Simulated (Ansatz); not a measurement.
Consider the energy of the reaction as written. Reaction: 4 C (graphite) + 2 Si (diamond) → cell A. Negative: the products are lower in energy.

Cell A: a sheet of composition Si2C4, 6 atoms, square cell of 4.39 Å (19.3 Å²), symmetry P-42₁m, 1.3 Å thick under 16 Å of vacuum, in-plane vectors relaxed; planes from bottom to top: C2 | Si2 | C2; a model cell; spin state with PBE: run without spin, k-point mesh 8×8×1.
```
CELL_PARAMETERS angstrom
      4.39350     0.00000     0.00000
      0.00000     4.39350     0.00000
      0.00000     0.00000    17.32000
ATOMIC_POSITIONS crystal
  Si 0.00000 0.00000 0.50000
  Si 0.50000 0.50000 0.50000
  C  0.10941 0.60941 0.53855
  C  0.89059 0.39059 0.53855
  C  0.60941 0.89059 0.46145
  C  0.39059 0.10941 0.46145
```

Reference: C (graphite, P6₃/mmc), 4 atoms in the cell, k-point mesh 18×18×6 on the run's own vectors. Conventional cell: a = 2.465 Å, b = 2.465 Å, c = 6.742 Å, α = 90.00°, β = 90.00°, γ = 120.00°.

Reference: Si (diamond, Fd-3m), 2 atoms in the cell, k-point mesh 10×10×10 on the run's own vectors. Conventional cell: a = b = c = 5.4214 Å, α = β = γ = 90.00°.

Computed with Ansatz (plane waves, PAW), its default PAW set, cutoff 420 eV, 500 eV for r2SCAN. The structures are at rest with PBE+D3(BJ); other levels are single points on them. HSE06 runs on coarser k-point meshes, mended by the PBE difference between the two meshes. Some cells are metallic or hold partly filled levels, where a hybrid on a coarse mesh is less sure. Neutral cells; Fermi-Dirac smearing of at most 0.05 eV in the solids, energies taken to zero width. The lattices are those relaxed with PBE+D3(BJ), so at other levels the solids can be strained, which adds to the spread. A dispersion term (D3(BJ), or D4 for r2SCAN) was computed beside these levels and is taken off wherever the name lacks it. Nuclei at rest; no vibrational terms. The structures are the rest points that the relaxations reached, not proven lowest. Cell A has symmetry P-42₁m and got no random move, so less symmetric positions, which may lie lower, weren't tried.

Give the value at the level PBE.

3.62 eV, for 4 C (graphite) + 2 Si (diamond) → cell A.

How does the value move with the functional?


```json
[
 {"Functional": "PBE+D3(BJ)", "value (eV)": "4.14", "less PBE": "0.52"},
 {"Functional": "r2SCAN", "value (eV)": "3.77", "less PBE": "0.15"},
 {"Functional": "r2SCAN+D4", "value (eV)": "4.03", "less PBE": "0.41"},
 {"Functional": "HSE06", "value (eV)": "3.83", "less PBE": "0.21"}
]
```

The levels span 0.52 eV, from PBE (3.62) to PBE+D3(BJ) (4.14).

Ansatz is a first-principles code.
